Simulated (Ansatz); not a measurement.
Consider CaF2 in the fluorite structure (space group Fm-3m, No. 225; a = 5.420 Å).

Method: plane-wave PAW DFT at the PBEsol level (Ansatz, an electronic-structure program, 420 eV), spin-orbit coupling left out, earlier PAW set.

Base values:

- Pressure: -0.01 GPa

One thing is altered: an isotropic linear strain of −0.92 %, atoms relaxed at fixed cell.

Q: What happens to the pressure and energy relative to the base?

A: The pressure grows by 2.55 GPa to 2.54 GPa; the energy rises by 2.8 meV/atom.

Stability against distortions was not tested.
